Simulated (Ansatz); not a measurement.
Results of PBEsol in Ansatz (PAW) for Zn₂SiH₂O₅ (Imm2, No. 44, 20 atoms in the cell; start mp-643814).

Numerical settings: plane-wave cutoff 520 eV, 8×8×8 k mesh, Fermi–Dirac smearing 0.01 eV, scalar-relativistic PAW data made under PBE.

Cell (relaxed with PBEsol):

```xyz
20
Lattice="-4.2102 5.3730 2.5307 4.2102 -5.3730 2.5307 4.2102 5.3730 -2.5307" Properties=species:S:1:pos:R:3 pbc="T T T"
Zn     2.4927     1.7301     2.5438
Zn     1.7174     3.6429     0.0131
Zn     1.7174     7.1031     0.0131
Zn     2.4927    -1.7301     2.5438
Si     4.2102     1.5720     0.0494
Si     0.0000     3.8009     2.5801
H      1.0096     0.0000     3.4374
H      3.2005     5.3730     0.9067
H      0.7548     0.0000     0.7763
H      3.4554     5.3730    -1.7544
O      2.8530     2.2161     0.6904
O      1.3571     3.1569     3.2212
O      5.5673     2.2161     0.6904
O     -1.3571     3.1569     3.2212
O      0.0000     7.1305     0.9633
O      0.0000     3.6155     0.9633
O      1.6215     0.0000     2.6697
O      2.5887     5.3730     0.1389
O      4.2102     0.0000     0.5132
O      0.0000     0.0000     0.1446
```

**Question.** What does this level give for the band gap and smallest direct gap on the k points sampled?

**Answer.** 
band gap: 3.21 eV (indirect)
smallest direct gap on the k points sampled: 3.39 eV

A start named mp-… is a Materials Project structure, which need not be a measured phase.

Ansatz is a first-principles code.
